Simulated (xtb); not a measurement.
xtb 6.7.1, GFN2-xTB: Mo(CO)6 anion, charge -1, multiplicity 2, 13 atoms. The geometry is a generated start, not checked to be a minimum at this level.

- run flags: --grad
- method: GFN2-xTB
- --acc: 1 (default)
- --etemp (K): 300 (default)
- basis functions: 58
- valence electrons: 67

```xyz
13

Mo     0.0003    -0.0002    -0.0004
O     -1.4135     2.1035    -1.8098
C     -0.8980     1.3374    -1.1506
O      1.7756     2.2437     1.2291
C      1.1288     1.4266     0.7805
O      2.1362    -0.4698    -2.2177
C      1.3576    -0.3000    -1.4101
O     -2.1354     0.4803     2.2145
C     -1.3569     0.3034     1.4083
O     -1.7754    -2.2487    -1.2207
C     -1.1282    -1.4287    -0.7782
O      1.4112    -2.1082     1.8062
C      0.8977    -1.3393     1.1488
```

Charge -1 and multiplicity 2 are set for this test and not shown to be the ground state. GFN-xTB has no spin term: --uhf 1 sets the occupations alone.

One run each on 1 thread. Values of broydamp tried: 0.02, 0.05, 0.1, 0.2, 0.4 (default), 0.6, 0.8, 1.

Q: Predict the course of the SCC iterations along this series.

A: Fewest SCC iterations: 0.2 with 15. The count rises to 24 at 0.02. All converge to one solution.

| broydamp | SCC iterations | end |
|---|---|---|
| 0.02 | 24 | same solution |
| 0.05 | 19 | same solution |
| 0.1 | 17 | same solution |
| 0.2 | 15 | same solution |
| 0.4 (default) | 20 | same solution |
| 0.6 | 21 | same solution |
| 0.8 | 24 | same solution |
| 1 | 24 | same solution |
